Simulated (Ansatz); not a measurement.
Cost and result by functional for the adsorption energy of N on the 1x1 (110) surface of bcc Ta, one in a 2x2 cell, started at the site 'bridge Ta-Ta (span 3.3 Å)', in Ansatz (plane waves, PAW). Single points on the PBE structure, on one kind of machine; costs are rough ratios of the slab run's core time (references not counted) to the cheapest single point. r2SCAN's cost holds its higher cutoff (500 against 420 eV). Differences are taken against r2SCAN for comparison alone: no measured value is at hand, so the table doesn't rank accuracy.

Slab: 17 atoms, 6.8 Å thick at the start under the adsorbate (thin: gaps and levels are the slab's own); k 5x5x1, smearing 0.1 eV, dipole-corrected; 8 atoms held, the rest relaxed; symmetry of the start imposed; no spin, no spin-orbit, no U, no dispersion correction. At the end it is bonded to 5 Ta. In PBE it is, or lies within 0.03 eV of, the lowest of the starts that converged. These notes are the PBE run's. Adsorption energies are against ½ N2(g). A negative adsorption energy means that the adsorbate is more stable on the surface than in its reference.

| functional | relative cost | adsorption energy (eV) | less r2SCAN (eV) |
|---|---|---|---|
| RPBE | 1 | -2.20 | 0.87 |
| r2SCAN | 2 | -3.08 | 0.00 |
| PBE (the relaxed run's value) | – | -2.52 | 0.55 |

The values span 0.87 eV, while the single points' costs differ by a factor of roughly 2. Differences are of unrounded values.

Ansatz is an electronic-structure program.
